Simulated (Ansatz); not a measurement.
The parent structure is InP in the zinc blende structure (space group F-43m, No. 216).

```xyz
2
Lattice="0.0000 2.9535 2.9535 2.9535 0.0000 2.9535 2.9535 2.9535 0.0000" Properties=species:S:1:pos:R:3 pbc="T T T"
In     0.0000     0.0000     0.0000
P      1.4767     1.4767     1.4767
```

Cartesian axes are those of the cell as printed.

Method: r2SCAN in Ansatz (plane waves to 500 eV, PAW, without spin-orbit coupling).

Base values:

The band gap is 1.03 eV.

It is then changed as follows: the cell is stretched by 3.00 % along z with no lateral relaxation, atoms relaxed at fixed cell.

Q: How does this affect the band gap and energy relative to the base?

A: The band gap shrinks by 0.23 eV (1.03 eV → 0.80 eV); the energy goes up by 6.9 meV/atom.

The cells carry an imposed strain or load. No phonon test of stability was made.

Ansatz is a program for electronic structure.
